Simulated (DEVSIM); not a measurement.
## illuminated Si n-on-p cell, one wavelength

Structure: illuminated Si n-on-p cell, one wavelength, at 300 K.

```tsv
layer (left to right)	material	thickness (μm)	Nd (cm⁻³)	Na (cm⁻³)	τn (s)	τp (s)	absorption coefficient (cm⁻¹)
1	Si	0.730	1.6e18	-	6.7e-5	5.5e-5	23000
2	Si	41.0	-	2e17	0.00042	0.00042	23000
```

Left contact: ohmic, minority hole recombination velocity 30000 cm/s. Right contact: ohmic, minority electron recombination velocity 20 cm/s. Voltage is applied to the left contact. Recombination: SRH at mid-gap, radiative. Light enters at the left, 5.2e16 photons cm⁻² s⁻¹, one pass, no reflection. Mobility is μmin + (μ − μmin)/(1 + (N/Nref)^α).

The device is made up for the run: typed textbook-type constants, with dimensions and the other settings drawn at random. Values at 300 K.

```
parameter           Si
-------------  -------
gap (eV)         1.124
affinity (eV)     4.05
permittivity      11.7
Nc (cm⁻³)      2.86e19
Nv (cm⁻³)       3.1e19
μn (cm²/Vs)       1417
μp (cm²/Vs)        470
μn,min              52
μp,min              45
Nref,n          9.7e16
Nref,p          2.2e17
αn                0.68
αp                0.72
B (cm³/s)      4.7e-15
```

Simulated with DEVSIM: 1D drift-diffusion, Boltzmann statistics, complete ionisation; no tunnelling, impact ionisation, image-force lowering or self-heating.

```
Item                                                       Value
---------------------------------------------------  -----------
Potential step across the device at zero bias            0.919 V
Largest field in the device at zero bias             220000 V/cm
Dark forward voltage at 1 A/cm²                          0.755 V
Dark forward voltage at 100 A/cm²                        0.897 V
Short-circuit current                                6.63 mA/cm²
Open-circuit voltage                                     0.625 V
Fill factor                                                 0.83
Largest power                                        3.44 mW/cm²
Share of generated pairs collected at short circuit        0.796
```

Current under light (generator sign):

```csv
V (V),J (mA/cm²)
0.00,6.63
0.08,6.63
0.18,6.63
0.28,6.63
0.38,6.63
0.48,6.60
0.50,6.57
0.52,6.51
0.54,6.37
0.56,6.08
0.58,5.44
0.60,4.06
0.62,1.07
0.64,-5.41
```

Dark forward current:

```json
[
 {"V (V)": "-0.20", "J (A/cm²)": "-5.5e-10"},
 {"V (V)": "-0.25", "J (A/cm²)": "-3.5e-9"},
 {"V (V)": "-0.30", "J (A/cm²)": "-2.4e-8"},
 {"V (V)": "-0.35", "J (A/cm²)": "-1.6e-7"},
 {"V (V)": "-0.40", "J (A/cm²)": "-1.1e-6"},
 {"V (V)": "-0.45", "J (A/cm²)": "-7.8e-6"},
 {"V (V)": "-0.50", "J (A/cm²)": "-5.4e-5"},
 {"V (V)": "-0.55", "J (A/cm²)": "-0.00037"},
 {"V (V)": "-0.60", "J (A/cm²)": "-0.0026"},
 {"V (V)": "-0.65", "J (A/cm²)": "-0.018"},
 {"V (V)": "-0.70", "J (A/cm²)": "-0.12"},
 {"V (V)": "-0.75", "J (A/cm²)": "-0.83"},
 {"V (V)": "-0.80", "J (A/cm²)": "-5.3"},
 {"V (V)": "-0.85", "J (A/cm²)": "-28"},
 {"V (V)": "-0.90", "J (A/cm²)": "-110"},
 {"V (V)": "-0.95", "J (A/cm²)": "-370"},
 {"V (V)": "-1.00", "J (A/cm²)": "-1200"},
 {"V (V)": "-1.05", "J (A/cm²)": "-3400"}
]
```
